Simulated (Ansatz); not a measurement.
Input and output of a self-consistent single point for YCu₂Ge₂ (I4mm, 5 atoms in the cell) (Ansatz, an electronic-structure program).

Method: LDA (PW92), default PAW files made with PBE (plane waves; Ansatz).

```yaml
crystal:
  lattice:
    - [-2.00931, 2.00931, 5.12180]
    - [2.00931, -2.00931, 5.12180]
    - [2.00931, 2.00931, -5.12180]
  atoms:
    - { symbol: Y, position: [0.00488, 0.00488, 0.00000] }
    - { symbol: Cu, position: [0.75000, 0.25000, 0.50000] }
    - { symbol: Cu, position: [0.25000, 0.75000, 0.50000] }
    - { symbol: Ge, position: [0.61934, 0.61934, 0.00000] }
    - { symbol: Ge, position: [0.38066, 0.38066, 0.00000] }
```

Reference input (self-consistent single point, DFT, LDA (PW92), plane waves, default PAW files made with PBE): basis.ecutwfc = 420 eV; kpoints.mp_grid.grid = 8 8 8; hamiltonian.xc = lda; hamiltonian.pseudopotentials = {kind: paw} (the program's default PAW files); scf.occupations.method = gaussian; scf.occupations.width = 0.1 eV. This run's input differs from it in these lines:

Ansatz 0.2 input:
```diff
@@ -14,3 +14,3 @@
 kpoints:
-  mp_grid: { grid: [8, 8, 8] }
+  mp_grid: { grid: [13, 13, 13] }
 hamiltonian:
@@ -19,3 +19,3 @@
 scf:
-  occupations: { method: gaussian, width: 0.1 eV }
+  occupations: { method: gaussian, width: 0.5 eV }
 output:
```

The program printed (abridged):

```
SCF iter   1: F=—  HF=-25291.355979 eV  |F-HF|=—  |Δ(HF+E_count)|=         —  Δρ=1.11e-2  dr2=4.66e-2  ethr=1.77e-3  ⟨swp⟩=4.9  Hψ=28927  notcnv=0
all-band conjugate gradients solve this SCF's bands
preconditioner: auto → Kerker (q_TF=auto, 2.696 Å⁻¹)
SCF iter   2: F=—  HF=-25291.344659 eV  |F-HF|=—  |Δ(HF+E_count)|=   1.13e-2  Δρ=3.00e-3  dr2=9.62e-3  ethr=6.05e-5  ⟨swp⟩=2.6  Hψ=17770  notcnv=0
   [... lines left out ...]
SCF iter   5: F=—  HF=-25291.342233 eV  |F-HF|=—  |Δ(HF+E_count)|=   1.65e-4  Δρ=1.70e-4  dr2=5.58e-5  ethr=9.77e-7  ⟨swp⟩=2.7  Hψ=14174  notcnv=0
SCF iter   6: F=—  HF=-25291.342214 eV  |F-HF|=—  |Δ(HF+E_count)|=   1.91e-5  Δρ=3.85e-5  dr2=3.44e-6  ethr=7.24e-8  ⟨swp⟩=2.0  Hψ=14842  notcnv=0
SCF iter   7: F=—  HF=-25291.342214 eV  |F-HF|=—  |Δ(HF+E_count)|=   1.61e-7  Δρ=2.02e-5  dr2=6.22e-7  ethr=4.47e-9  ⟨swp⟩=2.0  Hψ=11577  notcnv=0
SCF iter   8: F=-25291.342214 eV  HF=-25291.342214 eV  |F-HF|=3.17e-8  |Δ(HF+E_count)|=   2.02e-7  Δρ=4.48e-6  dr2=3.02e-8  ethr=1.30e-10  ⟨swp⟩=7.1  Hψ=38683  notcnv=0
SCF 1 converged in 8 iterations: F = -25291.342214 eV  dr2 = 3.02e-8
Free energy (F): -25291.342214 eV
Internal energy: -25291.193715 eV  (E = F + TS)
E sigma→0 (E₀):  -25291.267965 eV
Entropy (-TS):   -0.148499 eV (-29.700 meV/atom)
Fermi energy:    13.692064 eV
--- Forces (eV/Å), atoms counted from 1 ---
  atom   1  Y      0.00000000     0.00000000    -0.15781174
  atom   2  Cu     0.00000000    -0.00000000     0.05707395
  atom   3  Cu    -0.00000000     0.00000000     0.05707395
  atom   4  Ge     0.00000000    -0.00000000     0.25220981
  atom   5  Ge    -0.00000000    -0.00000000    -0.20848927
--- Stress (GPa, compression-positive) ---
       -4.933582       0.000000      -0.000000
        0.000000      -4.933582       0.000000
        0.000000       0.000000      -5.190209
  P = ⅓ Tr σ = -5.0191 GPa (-50.191 kbar)
  The stress holds the Pulay correction. Without it, at fixed plane waves, as pw.x and ABINIT print it: P = -5.0664 GPa
```

The run converged in 8 iterations. Against the reference run the free energy drops by 14.9 meV/atom, the pressure goes from -5.12 to -5.02 GPa and the largest force goes from 0.197 to 0.252 eV/Å.

The starting cell comes from a database of computed structures (which also holds hypothetical and non-ambient phases and stackings), without a prior relaxation at this level. Its lattice was rescaled by up to half a per cent. One atom was moved a little off its site on purpose. Spin polarisation is off. With a pressure of about -5 GPa the cell is away from its equilibrium volume at this level. Ansatz's pressure includes its estimate of the finite-basis (Pulay) stress.

Cost on one core of a shared machine: roughly 70 s.
